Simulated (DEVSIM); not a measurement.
Structure: Au/Si3N4/n-Ge capacitor, at 250 K.

| layer (left to right) | material | thickness (nm) | Nd (cm⁻³) |
|---|---|---|---|
| 1 | Si3N4 | 2.50 | - |
| 2 | Ge | 700 | 7.3e17 |

Metal gate on the left, work function 5.1 eV. Fixed charge at the semiconductor interface -3e10 cm⁻² (in units of +e); no interface traps.

The device is made up for the run: typed textbook-type constants, with dimensions and the other settings drawn at random. Values at 300 K; Nc and Nv go as T^1.5, mobilities as T to minus their exponent, the gap by Varshni's rule with the affinity fixed.

```csv
parameter,Si3N4,Ge
gap (eV),5.1,0.664
affinity (eV),2.1,4
permittivity,7.5,16
Nc (cm⁻³),-,1.04e19
Nv (cm⁻³),-,6e18
Varshni α (eV/K),-,0.000477
Varshni β (K),-,235
```

Model (solved in DEVSIM): 1D Poisson equation in equilibrium, Boltzmann statistics, complete ionisation; no quantum confinement or tunnelling. Metal contacts follow the ideal Schottky-Mott rule: no Fermi-level pinning, no interface dipoles.

Problem. Tabulate band edges, carrier densities and field at 0.6 V on the gate.

Solution. Energies count from the Fermi level of the right contact; mesh points crowd at the junctions.

| x (μm) | Ec (eV) | Ev (eV) | n (cm⁻³) | p (cm⁻³) | field (V/cm) |
|---|---|---|---|---|---|
| 0.000 | 2.400 | -2.700 | < 1e2 | < 1e2 | -470000 |
| 0.0006876 | 2.367 | -2.733 | < 1e2 | < 1e2 | -470000 |
| 0.001416 | 2.333 | -2.767 | < 1e2 | < 1e2 | -470000 |
| 0.002113 | 2.300 | -2.800 | < 1e2 | < 1e2 | -470000 |
| 0.003142 | 0.367 | -0.315 | 3.1e11 | 2.0e12 | -220000 |
| 0.004654 | 0.335 | -0.348 | 1.4e12 | 4.4e11 | -210000 |
| 0.007228 | 0.284 | -0.399 | 1.5e13 | 4.2e10 | -190000 |
| 0.01415 | 0.175 | -0.508 | 2.4e15 | 2.6e8 | -130000 |
| 0.02488 | 0.081 | -0.602 | 1.8e17 | 3400000 | -48000 |
| 0.04315 | 0.052 | -0.630 | 7.0e17 | 890000 | -2100 |
| 0.07816 | 0.051 | -0.631 | 7.3e17 | 850000 | ≈ 0 |
| 0.1684 | 0.051 | -0.631 | 7.3e17 | 850000 | ≈ 0 |
| 0.2981 | 0.051 | -0.631 | 7.3e17 | 850000 | ≈ 0 |
| 0.4696 | 0.051 | -0.631 | 7.3e17 | 850000 | ≈ 0 |
| 0.5996 | 0.051 | -0.631 | 7.3e17 | 850000 | ≈ 0 |
| 0.6451 | 0.051 | -0.631 | 7.3e17 | 850000 | ≈ 0 |
| 0.6707 | 0.051 | -0.631 | 7.3e17 | 850000 | ≈ 0 |
| 0.6857 | 0.051 | -0.631 | 7.3e17 | 850000 | ≈ 0 |
| 0.6954 | 0.051 | -0.631 | 7.3e17 | 850000 | ≈ 0 |
| 0.6990 | 0.051 | -0.631 | 7.3e17 | 850000 | ≈ 0 |
| 0.7011 | 0.051 | -0.631 | 7.3e17 | 850000 | ≈ 0 |
| 0.7025 | 0.051 | -0.631 | 7.3e17 | 850000 | ≈ 0 |
